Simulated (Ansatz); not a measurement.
Take Ti in the hcp (Mg type) structure (space group P6_3/mmc, No. 194; relaxed with 0.1 eV smearing) as the base.

```yaml
crystal:
  lattice:
    - [2.86439, 0.00000, 0.00000]
    - [-1.43219, 2.48063, 0.00000]
    - [0.00000, 0.00000, 4.53728]
  atoms:
    - { symbol: Ti, position: [0.66667, 0.33333, 0.75000] }
    - { symbol: Ti, position: [0.33333, 0.66667, 0.25000] }
```

Cartesian axes are those of the cell as printed.

Computed with LDA in Ansatz (plane waves to 420 eV, PAW, scalar-relativistic without spin-orbit coupling).

Before the change:

The shortest interatomic distance is 5.305 bohr.

Modification: tensor shear ε_xz = +0.57 % (engineering shear γ = 0.0114), atoms relaxed at fixed cell.

What happens to the stress, energy relative to the base and shortest interatomic distance?

The stress (xx, yy, zz, yz, xz, xy; compression positive) comes out as (0.0, 0.0, 0.0, 0.0, -0.4, 0.0) GPa; the energy is nearly the same; the shortest interatomic distance shrinks by 0.025 bohr to 5.280 bohr.

The cells carry an imposed strain or load. No phonon test of stability was made. The final runs are not spin-polarised.

Ansatz is a quantum-chemistry and plane-wave program.
